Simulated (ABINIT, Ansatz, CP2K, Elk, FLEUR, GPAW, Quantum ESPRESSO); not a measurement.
**Code comparison for ZrIn3 (I4/mmm, 4 atoms in the cell)**

Self-consistent single point, at a second geometry (lattice scaled by 0.98). First geometry:

```
CELL_PARAMETERS angstrom
     -2.15006     2.15006     4.97804
      2.15006    -2.15006     4.97804
      2.15006     2.15006    -4.97804
ATOMIC_POSITIONS crystal
  Zr 0.00000 0.00000 0.00000
  In 0.25000 0.75000 0.50000
  In 0.75000 0.25000 0.50000
  In 0.50000 0.50000 0.00000
```

Shared settings, as Ansatz (a program for electronic structure) writes them: kpoints.mp_grid.grid = 7 7 7; scf.occupations.method = fermi_dirac; scf.occupations.width = 0.1 eV. Potentials and cutoffs stand in the table.

| code | model | ΔF from the first geometry (meV/atom) | pressure (GPa) | cutoff |
|---|---|---|---|---|
| Quantum ESPRESSO | PBEsol, PseudoDojo standard norm-conserving (PBESOL) pseudopotentials | -15.3 | 0.70 | 70 Ry |
| CP2K | PBEsol, GPW, DZVP-MOLOPT-SR-GTH basis, GTH-PBE potentials (GTH_POTENTIALS) | -11.3 | 1.25 | grid 500 Ry |
| Elk | PBEsol, all-electron FP-LAPW, Elk's shipped species files, default APW+lo basis | -17.9 | – | default |
| ABINIT | PBEsol, norm-conserving pseudopotentials (PseudoDojo nc-sr-04 PBEsol standard) | -15.3 | 0.70 | 35 Ha |
| Ansatz | PBEsol, PAW files made with PBE | -16.4 | 0.53 | default |
| FLEUR | PBEsol, all-electron FLAPW (FLEUR), scalar-relativistic valence | -15.6 | – | Kmax 3.8 1/bohr |
| GPAW | PBEsol, GPAW PAW datasets PBEsol (made by gpaw-setup) | -20.0 | -0.26 | 550 eV |

A dash marks a value that a program does not give, or that is left out as unsure.

The spread over the programs that give each value: ΔF from the first geometry within 8.7 meV/atom; pressure within 1.51 GPa.

CP2K uses small atom-centred bases, whose incompleteness enters pressures, forces and empty levels differently from a plane-wave cutoff. Elk and FLEUR treat all electrons, but the usual bases taken here (sphere radii, linearisation, local orbitals, empty states) were not tested for convergence, so the values are no reference for the others. Ansatz's pressure is given at a fixed set of plane waves, as the other plane-wave codes print theirs.

The starting cell comes from a database of computed structures (which also holds hypothetical and non-ambient phases and stackings), without a prior relaxation at this level. Its lattice was rescaled by a random factor within 2.5 % of one. For this run, on top of that: lattice scaled by 0.98.

Left out of this page: SIESTA (unsound by tests on forces, stress, charge or solver warnings).

Keys are those of Ansatz 0.2.
